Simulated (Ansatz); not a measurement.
GdRu2 (within 0.1 Å of Fd-3m, No. 227; cell taken from a computed entry)

Computed with PBEsol (Ansatz, an electronic-structure program, plane waves, PAW).

Run with plane-wave cutoff 500 eV, 14×14×14 k mesh, Fermi–Dirac smearing 0.1 eV, spin-polarised start, scalar-relativistic PAW data made under PBE.

Cell: relaxed at this level.

- equilibrium volume per atom: 17.39 Å³/atom
- band gap: none

Note: the magnetic order was assumed, not searched for or taken from measurement; the 4f shell is treated without U or exact exchange, so its levels and filling can be wrong.

Spin–orbit coupling is not included.

Computed values are for the static lattice.

It cost around 28 core-minutes (rough) of CPU time.
